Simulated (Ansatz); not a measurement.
Data:

```xyz
2
Lattice="0.0000 1.7614 1.7769 1.7769 0.0000 1.7769 1.7769 1.7614 0.0000" Properties=species:S:1:pos:R:3 pbc="T T T"
C      1.7769     1.7614     1.7769
C      2.6654     2.6422     2.6654
```

A single point on C with a change (uniaxial strain ε_yy = −0.87 %), its geometry relaxed with PBEsol.

Calculations: Ansatz (an electronic-structure program), HSE06, PAW, cutoff 420 eV, spin-orbit coupling included. Γ-centred 10×10×10 mesh, Fermi–Dirac width 0.01 eV.

**Question.** Predict the band gap and valence-band top at Γ.

**Answer.** 
* **Band gap**: 5.09 eV
* **Valence-band top at Γ (three highest Kramers pairs, from the VBM)**: 0.00, -0.14, -0.15 eV

Single points use the geometry relaxed with PBEsol. HSE06 was sampled on its mesh, a few special points and the semilocal edge points, so its gap is an upper bound. No phonon test of stability was made. The cell was made from C in the diamond structure (space group Fd-3m, No. 227) by this change: uniaxial strain ε_yy = −0.87 %.
